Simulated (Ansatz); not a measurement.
The reference is HfB₂ (space group P6/mmm, No. 191; a = 3.128 Å, c = 3.446 Å; relaxed with 0.1 eV smearing).

Level of theory: PBEsol in Ansatz (plane waves to 420 eV, PAW, spin-orbit coupling left out).

Base values:

```
Quantity   Result
--------  -------
Pressure  0.0 GPa
Band gap     zero
```

The change: the cell is scaled by 1.0100 in all directions; the atoms relax in the strained cell.

Task: How does this affect the pressure, energy relative to the base and band gap?

Result: The pressure (mean of the normal stresses, compression positive) goes from zero to -7.4 GPa; the energy rises by 7.0 meV/atom; the band gap is still zero.

Stability against distortions was not tested. The final runs are not spin-polarised.

Ansatz is a program for electronic structure.
